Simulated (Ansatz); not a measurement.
bcc Ta (0 0 1) on rutile SnO2 (1 1 0) (film strained to the substrate, started from cuts of the bulks and a machine-learned relaxation; slabs Sn8O14 and Ta12, which can lie off the formulas)

A periodic stack without vacuum, bcc Ta (0 0 1) on rutile SnO2 (1 1 0) (film strained to the substrate, started from cuts of the bulks and a machine-learned relaxation; slabs Sn8O14 and Ta12, which can lie off the formulas): substrate slab Sn8O14, film Ta12, surface cells [[0, 1], [-1, 0]] and [[0, 2], [-1, 0]], film strained by -2.4 and +2.8 %, outermost planes OSn/OSn and Ta/Ta as cut, which need not be the usual terminations and can put a slab off its formula.

The start was prepared with a machine-learned potential, and the result is one local minimum, with the in-plane cell held and forces under 0.04 eV/Å; the film can end far from its bulk form.

The numbers are results of PBE (plane waves to 420 eV, PAW; Ansatz, a first-principles code), not measurements. No spin–orbit coupling; the runs are not spin-polarised. Its k-point mesh 5×10×1, Fermi–Dirac width 0.05 eV.

- interface area = 22.1 Å²
- period = 23.24 Å
- heights between the nearest atoms of the two slabs at the two interfaces = 1.93 and 1.92 Å
- Sn–Ta contacts across the interfaces within 1.22 times the sum of covalent radii = 12, mean 3.27 Å
- O–Ta contacts across the interfaces within 1.22 times the sum of covalent radii = 2, mean 2.04 Å

```
CELL_PARAMETERS angstrom
      6.82751    -0.00359     0.07429
     -0.00013     3.23937     0.03801
      1.38054     1.37901    23.27193
ATOMIC_POSITIONS crystal
  Sn 0.37341 0.13934 0.04825
  Sn 0.92668 0.63601 0.05494
  O  0.59703 0.64969 0.02873
  O  0.21281 0.62210 0.08224
  Sn 0.88849 0.06230 0.20128
  Sn 0.39550 0.56666 0.19269
  O  0.87080 0.10889 0.10820
  O  0.08475 0.56442 0.19728
  O  0.69980 0.56222 0.20125
  O  0.44194 0.09517 0.13636
  Sn 0.35341 0.99288 0.33953
  Sn 0.85612 0.48856 0.34815
  O  0.37721 0.03773 0.24999
  O  0.54752 0.49066 0.34399
  O  0.16451 0.49280 0.33954
  O  0.86612 0.01742 0.29091
  Sn 0.76326 0.91558 0.49293
  Sn 0.31709 0.41877 0.48580
  O  0.87309 0.96004 0.40469
  O  0.97630 0.40637 0.51175
  O  0.61779 0.43226 0.45970
  O  0.28885 0.94583 0.43243
  Ta 0.26914 0.83021 0.66475
  Ta 0.76767 0.83219 0.66076
  Ta 0.51584 0.36547 0.59462
  Ta 0.04205 0.36472 0.59610
  Ta 0.23769 0.75866 0.80812
  Ta 0.73330 0.75923 0.80704
  Ta 0.50577 0.29603 0.73295
  Ta 0.00138 0.29590 0.73323
  Ta 0.18125 0.68927 0.94616
  Ta 0.70527 0.69019 0.94492
  Ta 0.46436 0.22288 0.87951
  Ta 0.96739 0.22452 0.87627
```
